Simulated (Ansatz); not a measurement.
A self-consistent single point of SbPb (Fm-3m, 2 atoms in the cell) with Ansatz (a first-principles code).

Computed with LDA (PW92), default PAW files made with PBE (plane waves; Ansatz).

The change in words: lattice scaled by 0.98; basis.ecutwfc: 420 eV → 565 eV. Reference geometry:
```
SbPb
1.0
    0.00000     3.15176     3.15176
    3.15176     0.00000     3.15176
    3.15176     3.15176     0.00000
Sb Pb
1 1
Cartesian
  3.15176   3.15176   3.15176
  0.00000   0.00000   0.00000
```

Reference input (self-consistent single point, DFT, LDA (PW92), plane waves, default PAW files made with PBE): basis.ecutwfc = 420 eV; kpoints.mp_grid.grid = 9 9 9; hamiltonian.xc = lda; hamiltonian.pseudopotentials = {kind: paw} (the program's default PAW files); scf.occupations.method = gaussian; scf.occupations.width = 0.1 eV. This run's input differs from it in these lines:

Ansatz 0.2 input:
```diff
@@ -3,5 +3,5 @@
   lattice:
-    - [0.00000000, 3.15176100, 3.15176100]
-    - [3.15176100, 0.00000000, 3.15176100]
-    - [3.15176100, 3.15176100, 0.00000000]
+    - [0.00000000, 3.08872600, 3.08872600]
+    - [3.08872600, 0.00000000, 3.08872600]
+    - [3.08872600, 3.08872600, 0.00000000]
   atoms:
@@ -10,3 +10,3 @@
 basis:
-  ecutwfc: 420.0
+  ecutwfc: 565.0
 kpoints:
```

Log, with long lists cut:

```
SCF iter   1: F=—  HF=-17938.031185 eV  |F-HF|=—  |Δ(HF+E_count)|=         —  Δρ=5.85e-3  dr2=9.01e-3  ethr=1.77e-3  ⟨swp⟩=6.2  Hψ=3432  notcnv=0
all-band conjugate gradients solve this SCF's bands
preconditioner: auto → Kerker (q_TF=auto, 2.424 Å⁻¹)
SCF iter   2: F=—  HF=-17938.026802 eV  |F-HF|=—  |Δ(HF+E_count)|=   4.38e-3  Δρ=3.36e-3  dr2=3.06e-3  ethr=3.11e-5  ⟨swp⟩=1.9  Hψ=1095  notcnv=0
SCF iter   3: F=—  HF=-17938.025843 eV  |F-HF|=—  |Δ(HF+E_count)|=   9.59e-4  Δρ=6.02e-4  dr2=1.43e-4  ethr=1.05e-5  ⟨swp⟩=2.0  Hψ=1036  notcnv=0
SCF iter   4: F=—  HF=-17938.025814 eV  |F-HF|=—  |Δ(HF+E_count)|=   2.92e-5  Δρ=3.77e-4  dr2=4.64e-5  ethr=4.95e-7  ⟨swp⟩=2.0  Hψ=1168  notcnv=0
SCF iter   5: F=—  HF=-17938.025791 eV  |F-HF|=—  |Δ(HF+E_count)|=   2.30e-5  Δρ=1.73e-4  dr2=9.65e-6  ethr=1.60e-7  ⟨swp⟩=2.0  Hψ=854  notcnv=0
SCF iter   6: F=—  HF=-17938.025787 eV  |F-HF|=—  |Δ(HF+E_count)|=   3.91e-6  Δρ=3.34e-5  dr2=3.52e-7  ethr=3.33e-8  ⟨swp⟩=2.0  Hψ=1137  notcnv=0
SCF iter   7: F=-17938.025787 eV  HF=-17938.025787 eV  |F-HF|=4.77e-9  |Δ(HF+E_count)|=   9.62e-8  Δρ=5.06e-6  dr2=1.24e-8  ethr=3.45e-10  ⟨swp⟩=6.6  Hψ=3350  notcnv=0
SCF 1 converged in 7 iterations: F = -17938.025787 eV  dr2 = 1.24e-8
Free energy (F): -17938.025787 eV
Internal energy: -17938.016276 eV  (E = F + TS)
E sigma→0 (E₀):  -17938.021031 eV
Entropy (-TS):   -0.009511 eV (-4.756 meV/atom)
Fermi energy:    10.144029 eV
--- Forces (eV/Å), atoms counted from 1 ---
  atom   1  Sb     0.00000000    -0.00000000    -0.00000000
  atom   2  Pb    -0.00000000     0.00000000    -0.00000000
--- Stress (GPa, compression-positive) ---
        0.736156      -0.000000      -0.000000
       -0.000000       0.736156       0.000000
        0.000000       0.000000       0.736156
  P = ⅓ Tr σ = 0.7362 GPa (7.362 kbar)
  The stress holds the Pulay correction. Without it, at fixed plane waves, as pw.x and ABINIT print it: P = 0.7297 GPa
```

The run converged in 7 iterations. Against the reference run the free energy falls by 10.9 meV/atom and the pressure goes from -2.29 to 0.74 GPa.

The starting cell comes from a database of computed structures (which also holds hypothetical and non-ambient phases and stackings), without a prior relaxation at this level. Its lattice was rescaled by up to half a per cent. For this run, on top of that: lattice scaled by 0.98. Ansatz's pressure includes its estimate of the finite-basis (Pulay) stress.
